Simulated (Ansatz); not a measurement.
**A computed series for PtTe2: response to strain**

Take PtTe₂ (space group P-3m1, No. 164; a = 4.009 Å, c = 4.960 Å; layered; relaxed with 0.1 eV smearing) as the base. Axes: x lies along a and z along c of the hexagonal cell.

Strains are applied to the cell and any free atomic positions relax.

All numbers come from PBEsol-D3(BJ) in Ansatz (plane waves to 420 eV, PAW, no spin-orbit coupling).

Notes on the quantities. energy relative to the base: free energy F.

```json
[
 {"uniaxial strain ε_zz (%)": "-3", "energy relative to the base (meV/atom)": "6.9"},
 {"uniaxial strain ε_zz (%)": "-2.5", "energy relative to the base (meV/atom)": "4.7"},
 {"uniaxial strain ε_zz (%)": "-2", "energy relative to the base (meV/atom)": "3.0"},
 {"uniaxial strain ε_zz (%)": "-1.5", "energy relative to the base (meV/atom)": "?"},
 {"uniaxial strain ε_zz (%)": "-1", "energy relative to the base (meV/atom)": "0.7"},
 {"uniaxial strain ε_zz (%)": "-0.5", "energy relative to the base (meV/atom)": "0.2"},
 {"uniaxial strain ε_zz (%)": "0", "energy relative to the base (meV/atom)": "0.0"}
]
```

Fit ΔE = Aε² + Bε³ (ε in %) to the rows shown and predict the withheld row.

Least squares on the printed values gives A = 0.701 and B = -0.022 meV/atom (largest residual 0.0 meV/atom); this predicts 1.6 meV/atom, and the run gives 1.7 meV/atom, in agreement.

Whether these cells are dynamically stable was not tested. All final runs are without spin polarisation.

Ansatz is a quantum-chemistry and plane-wave program.
